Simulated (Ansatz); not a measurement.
# Computed paths: interstitial H in diamond with all lengths changed by -1 %, charge state +1

Defect migration in diamond with all lengths changed by -1 %: interstitial H, charge state +1. Calculation: PBE, PAW (plane waves to 420 eV; Ansatz, a program for electronic structure).

Cell of 64 host sites held at the strained lattice (strain from the relaxed PBE one, atoms relaxed); a 2×2×2 k-point mesh shifted by half a step; Fermi-Dirac width 0.01 eV, spin-restricted; finite-size errors left in. Energies are static. The host's phase is taken as given; its stability against other phases was not computed. The charge state is imposed; whether it is stable for some Fermi level was not computed. Sites that were not tried may lie lower.

Barriers: single points on a 3×3×3 k-point mesh shifted by half a step at the bands' geometries.

```tsv
Route	Start site over the lowest site run (eV)	Hop (Å)	Forward barrier (eV)	Backward barrier (eV)	Neighbours at the start	Neighbours at the saddle	Saddle order	Forward, on the band's own sampling (eV)
H moves alone to another site (a rearrangement that moves the defect's centre by under 1 Å)	0.00	0.60	0.06	0.06	2 C at 1.16, C at 1.65, C at 1.66, 2 C at 2.01, C at 2.06, C at 2.07 Å	C at 1.16, 2 C at 1.35, 2 C at 1.85, C at 1.96, 2 C at 2.01, C at 2.11 Å	not checked, on a symmetry element	0.06
H moves alone to another site (a rearrangement that moves the defect's centre by under 1 Å)	0.00	0.88	0.06	0.06	2 C at 1.16, C at 1.65, C at 1.66, 2 C at 2.01, C at 2.06, C at 2.07 Å	C at 1.16, C at 1.34, C at 1.36, C at 1.82, C at 1.84, C at 1.94, C at 2.04, C at 2.05, C at 2.14 Å	not checked, on a symmetry element	0.06
```

Paths come from climbing-image nudged elastic band runs.  A band can be held on a symmetry element, so unchecked saddle points there may be too high. A further band (H moves alone to another site, 1.07 Å) gave 0.057 eV forward on its own sampling, 0.057 eV above the lowest site run, but a shoulder points to a second hump between its images, so it is not taken as a result.

The whole set of runs took very roughly 6 core-hours.
